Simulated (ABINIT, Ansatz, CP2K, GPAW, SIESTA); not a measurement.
# One structure in several programs: Br (Cmce, 4 atoms in the cell)

Band-structure calculation.

```
Br
1.0
    2.25590    -3.35868     0.00000
    2.25590     3.35868     0.00000
    0.00000     0.00000     8.78191
Br
4
Direct
  0.86100   0.86100   0.88900
  0.63900   0.63900   0.38900
  0.36100   0.36100   0.61100
  0.13900   0.13900   0.11100
```

Shared settings, as Ansatz (a quantum-chemistry and plane-wave program) writes them: kpoints.mp_grid.grid = 5 5 2; scf.occupations.method = fermi_dirac; scf.occupations.width = 0.02 eV. Potentials and cutoffs stand in the table.

```
code                                                                                                                      model  gap along the path (eV)  smallest direct gap (eV)       cutoff
------  -----------------------------------------------------------------------------------------------------------------------  -----------------------  ------------------------  -----------
Ansatz                                                                                                           PBE, PAW files                     1.67                      1.73      default
ABINIT                                                                                              PBE, PAW (JTH v2.0 PBE PAW)                     1.67                      1.73        40 Ry
SIESTA  GGA PBE, numerical atomic orbitals DZP, PseudoDojo PBE standard norm-conserving potentials (rewritten from UPF to PSML)                     1.64                      1.66  grid 300 Ry
GPAW                                                                               PBE, GPAW PAW datasets PBE (gpaw-data 1.0.1)                     1.67                      1.72       550 eV
CP2K                                                    PBE, GPW, DZVP-MOLOPT-SR-GTH basis, GTH-PBE potentials (GTH_POTENTIALS)                     1.60                      1.63  grid 400 Ry
```

The spread over the programs that give each value: gap along the path within 0.07 eV; smallest direct gap within 0.10 eV.

SIESTA and CP2K use small atom-centred bases, whose incompleteness enters pressures, forces and empty levels differently from a plane-wave cutoff.

The starting cell has typed, rounded lattice constants, without a prior relaxation at this level. Its lattice was rescaled by a random factor within 2.5 % of one.

Left out of this page: Quantum ESPRESSO, Elk and FLEUR (not drawn, or without a comparable value).

Keys are those of Ansatz 0.2.
